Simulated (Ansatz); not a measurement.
Functionals compared on the (321) surface of fcc Rh in its 1x1 cell, outermost plane spacing 0.51 Å in the ideal cut, in Ansatz (plane waves, PAW). The structure was relaxed with PBE; the other rows are single points on it, each with its references at the same level. Cutoff 420 eV (500 eV for r2SCAN).

Slab: 21 atoms, 10.2 Å thick at the start (thin: gaps and levels are the slab's own); k 8x7x1, smearing 0.1 eV, dipole-corrected; all atoms relaxed; start symmetry kept, larger cells not searched; no spin, no spin-orbit, no U. These notes are the PBE run's.

| functional | surface energy (J/m²) | work function of the top face (eV) | rough cost of the single point |
|---|---|---|---|
| PBE | 2.45 | 4.66 | – |
| LDA | 3.11 | 5.04 | very roughly 11 core-minutes |
| PBEsol | 2.90 | 4.77 | about 11 core-minutes (a rough figure) |
| RPBE | ___ | ___ | around 13 core-minutes (rough) |
| r2SCAN | 2.68 | 4.62 | about 21 core-minutes (a rough figure) |

Q: Some entries are withheld; supply them.

A: 
- RPBE, surface energy (J/m²): 2.18
- RPBE, work function of the top face (eV): 4.48

Ansatz is a first-principles code.
